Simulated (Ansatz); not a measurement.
For Ta (model structure, P6₃/mmc, No. 194, 2 atoms in the cell), LDA (plane waves, PAW; Ansatz, a quantum-chemistry and plane-wave program) gives:

| Item | Value |
|---|---|
| lattice constant a | 2.839 Å |
| c axis length | 5.062 Å |
| bulk modulus B0 | 209 GPa |
| cohesive energy | 9.27 eV/atom |

Task: What does r²SCAN (Ansatz, PAW) give for the same quantities?

Result: 
- lattice constant a: 2.889 Å (goes up by 1.8 %)
- lattice parameter c: 5.117 Å (grows by 1.1 %)
- bulk modulus: 197 GPa (decreases by 5.7 %)
- cohesive energy: 7.65 eV/atom (drops by 1.62 eV/atom)

Changes are worked out from the printed values.

Unless a cell is named, each level is at its own relaxed cell (LDA 17.67, r²SCAN 18.49 Å³/atom).

Levels without +SOC leave out spin–orbit coupling, which shifts energies and cells of such heavy elements.

Caveats: the bulk modulus is −V dP/dV from two relaxed cells at ±2 % in volume (LDA, r²SCAN). Ansatz's density-functional and Hartree–Fock values are scalar-relativistic unless marked +SOC, with PAW data made under PBE.

A model structure was made by putting elements into a prototype or built by hand; it is no filed structure, need not be a known phase, and can be a saddle point held by its symmetry.
